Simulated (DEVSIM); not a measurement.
illuminated Ge n-on-p cell, one wavelength

System: illuminated Ge n-on-p cell, one wavelength, at 300 K.

```csv
layer (left to right),material,thickness (μm),Nd (cm⁻³),Na (cm⁻³),τn (s),τp (s),absorption coefficient (cm⁻¹)
1,Ge,0.0520,7e17,-,7.8e-6,3.1e-6,5900
2,Ge,47.0,-,2.9e16,0.00028,0.00028,5900
```

Left contact: ohmic, minority hole recombination velocity 10000 cm/s. Right contact: ohmic, minority electron recombination velocity 4000 cm/s. Voltage is applied to the left contact. Recombination: SRH at mid-gap, radiative. Light enters at the left, 3e16 photons cm⁻² s⁻¹, one pass, no reflection. Mobility is μmin + (μ − μmin)/(1 + (N/Nref)^α).

The device is made up for the run: typed textbook-type constants, with dimensions and the other settings drawn at random. Values at 300 K.

| parameter | Ge |
|---|---|
| gap (eV) | 0.664 |
| affinity (eV) | 4 |
| permittivity | 16 |
| Nc (cm⁻³) | 1.04e19 |
| Nv (cm⁻³) | 6e18 |
| μn (cm²/Vs) | 3900 |
| μp (cm²/Vs) | 1900 |
| μn,min | 150 |
| μp,min | 100 |
| Nref,n | 2.6e17 |
| Nref,p | 4e17 |
| αn | 0.56 |
| αp | 0.6 |
| B (cm³/s) | 6.4e-14 |

DEVSIM, 1D drift-diffusion, Boltzmann statistics, complete ionisation; no tunnelling, impact ionisation, image-force lowering or self-heating.

| Property | Result |
|---|---|
| Potential step across the device at zero bias | 0.456 V |
| Largest field in the device at zero bias | 58000 V/cm |
| Dark forward voltage at 1 A/cm² | 0.301 V |
| Dark forward voltage at 100 A/cm² | 0.429 V |
| Short-circuit current | 4.78 mA/cm² |
| Open-circuit voltage | 0.163 V |
| Fill factor | 0.60 |
| Largest power | 0.466 mW/cm² |
| Share of generated pairs collected at short circuit | 0.993 |

Dark reverse current:

```tsv
V (V)	J (A/cm²)
0.04	7.0e-6
0.10	8.7e-6
0.20	8.9e-6
0.30	8.9e-6
0.40	8.9e-6
0.60	8.9e-6
```

Current under light (generator sign):

```
V (V)  J (mA/cm²)
-----  ----------
0.00         4.78
0.02         4.77
0.04         4.74
0.06         4.69
0.08         4.59
0.10         4.36
0.12         3.87
0.14         2.79
0.16        0.471
0.18        -4.57
```
